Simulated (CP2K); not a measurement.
Input and output of a self-consistent single point for NiAl (Pm-3m, 2 atoms in the cell) (CP2K).

Level of theory: PBE, GPW, DZVP-MOLOPT-SR-GTH basis, GTH-PBE potentials (GTH_POTENTIALS) run with CP2K.

The change in words: lattice scaled by 0.98. Reference geometry:
```xyz
2
Lattice="2.8900 0.0000 0.0000 0.0000 2.8900 0.0000 0.0000 0.0000 2.8900" Properties=species:S:1:pos:R:3 pbc="T T T"
Al     1.4450     1.4450     1.4450
Ni     0.0000     0.0000     0.0000
```

Reference input (self-consistent single point, DFT PBE, GPW, DZVP-MOLOPT-SR-GTH basis, GTH-PBE potentials (GTH_POTENTIALS)): CUTOFF = 600 Ry; REL_CUTOFF = 60 Ry; SMEAR/METHOD = FERMI_DIRAC; ELECTRONIC_TEMPERATURE = 1160.45 K; KPOINTS/SCHEME = MONKHORST-PACK 9 9 9; XC_FUNCTIONAL = PBE; Al/BASIS_SET = DZVP-MOLOPT-SR-GTH-q3; Al/POTENTIAL = GTH-PBE-q3; Ni/BASIS_SET = DZVP-MOLOPT-SR-GTH-q18; Ni/POTENTIAL = GTH-PBE-q18; METHOD = GPW; EPS_DEFAULT = 1e-10. This run's input differs from it in these lines:

```diff
@@ -63,3 +63,3 @@
     &CELL
-      ABC 2.89000000 2.89000000 2.89000000
+      ABC 2.83220000 2.83220000 2.83220000
       ALPHA_BETA_GAMMA 90.00000000 90.00000000 90.00000000
```

The program printed (abridged):

```
 SCF WAVEFUNCTION OPTIMIZATION

  Step     Update method      Time    Convergence         Total energy    Change
     1 NoMix/Diag. 0.30E+00      -     1.59796312      -172.0641481303 -1.72E+02
     2 Broy./Diag. 0.30E+00      -     0.16417046      -167.9497601374  4.11E+00
     3 Broy./Diag. 0.30E+00      -     0.01605370      -171.8795656013 -3.93E+00
     4 Broy./Diag. 0.30E+00      -     0.03530140      -171.3311666445  5.48E-01
     5 Broy./Diag. 0.30E+00      -     0.00499719      -171.4896956639 -1.59E-01
     6 Broy./Diag. 0.30E+00      -     0.00343459      -171.3814215011  1.08E-01
   [... 3 lines left out ...]
    10 Broy./Diag. 0.30E+00      -     0.00001015      -171.4258644787  1.27E-03
    11 Broy./Diag. 0.30E+00      -     0.00000331      -171.4260201781 -1.56E-04
    12 Broy./Diag. 0.30E+00      -     0.00000416      -171.4259596931  6.05E-05
    13 Broy./Diag. 0.30E+00      -     0.00000012      -171.4259714062 -1.17E-05
  *** SCF run converged in    13 steps ***

  Overlap energy of the core charge distribution:               0.00000000000004
  Self energy of the core charge distribution:               -266.78107450615340
  Core Hamiltonian energy:                                     74.46614055086883
  Hartree energy:                                              38.74546785981624
  Exchange-correlation energy:                                -17.85549807491946
  Electronic entropic energy:                                  -0.00100723549890
  Fermi energy:                                                 0.43086614317141

  Total energy:                                              -171.42597140616186
  Total energy (extrapolated to T->0):                       -171.42546778841242

   [... lines left out ...]

 STRESS| Analytical stress tensor [bar]
 STRESS|                        x                   y                   z
 STRESS|      x        1.16763392405E+05   6.39504149364E-03   6.39503665569E-03
 STRESS|      y        6.39504149364E-03   1.16766626057E+05   6.39503655074E-03
 STRESS|      z        6.39503665569E-03   6.39503655074E-03   1.16766260300E+05
 STRESS| 1/3 Trace                                             1.16765426254E+05
```

The run converged in 13 iterations. Against the reference run the free energy rises by 26.1 meV/atom and the pressure goes from 0.67 to 11.68 GPa.

The starting cell has typed, rounded lattice constants, without a prior relaxation at this level. For this run, on top of that: lattice scaled by 0.98. Spin polarisation is off. Values carry the incompleteness of an atom-centred basis. With a pressure of about 12 GPa the cell is away from its equilibrium volume at this level.

Cost on one core of a shared machine: roughly 70 s.
